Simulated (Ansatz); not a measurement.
Symmetric slabs, relaxed from ideal cuts in 1x1 cells, of elemental solids: surface energy (J/m²) by functional, in Ansatz (plane waves, PAW). All structures are PBE's; the other columns are single points with references at the same level. No spin-orbit coupling, Hubbard U or dispersion.

```
system                                                         PBE   LDA  PBEsol  RPBE  r2SCAN
------------------------------------------------------------  ----  ----  ------  ----  ------
tetragonal indium (201), ideal cut with outer spacing 0.79 Å  0.33  0.49    0.45  0.24    0.36
hcp Re (20-21), ideal cut with outer spacing 0.19 Å           3.19  3.70     [?]  2.98    3.41
bcc Nb (221), ideal cut with outer spacing 0.55 Å             2.33  2.64    2.57  2.17    2.47
fcc Ag (211), ideal cut with outer spacing 0.85 Å             0.85  1.29     [?]  0.64    1.04
bcc Rb (210), ideal cut with outer spacing 1.27 Å             0.09   [?]    0.10  0.07    0.10
hcp Hf (20-21), ideal cut with outer spacing 0.22 Å           1.85  2.05    2.01  1.74    2.04
hcp Sc (21-30), ideal cut with outer spacing 0.36 Å           1.26  1.45     [?]  1.15    1.34
hcp Lu (20-21), ideal cut with outer spacing 0.24 Å           1.11  1.25    1.22   [?]     [?]
hcp Cd (21-31), ideal cut with outer spacing 0.16 Å           0.46  0.75    0.67  0.31    0.62
hcp Tl (11-22), ideal cut with outer spacing 1.51 Å           0.28  0.45    0.39  0.18    0.36
hcp Mg (21-30), ideal cut with outer spacing 0.35 Å           0.70  0.77    0.77  0.65    0.78
hcp Sc (21-31), ideal cut with outer spacing 0.18 Å           1.32  1.50    1.44  1.21    1.40
```

Problem. Fill in the missing entries.

Solution. 
- hcp Re (20-21), ideal cut with outer spacing 0.19 Å, PBEsol: 3.59
- fcc Ag (211), ideal cut with outer spacing 0.85 Å, PBEsol: 1.13
- bcc Rb (210), ideal cut with outer spacing 1.27 Å, LDA: 0.11
- hcp Sc (21-30), ideal cut with outer spacing 0.36 Å, PBEsol: 1.38
- hcp Lu (20-21), ideal cut with outer spacing 0.24 Å, RPBE: 1.02
- hcp Lu (20-21), ideal cut with outer spacing 0.24 Å, r2SCAN: 1.22

The rows are a random draw from the class, without slabs that broke up, higher cuts of a face and adsorbates that left their site. Mean shift from PBE over these rows: LDA 0.22 J/m² (from 0.02 to 0.52, 12 rows); PBEsol 0.16 J/m² (from 0.01 to 0.40, 12 rows); RPBE -0.12 J/m² (from -0.21 to -0.02, 12 rows); r2SCAN 0.11 J/m² (from 0.01 to 0.22, 12 rows).

Ansatz is a quantum-chemistry and plane-wave program.
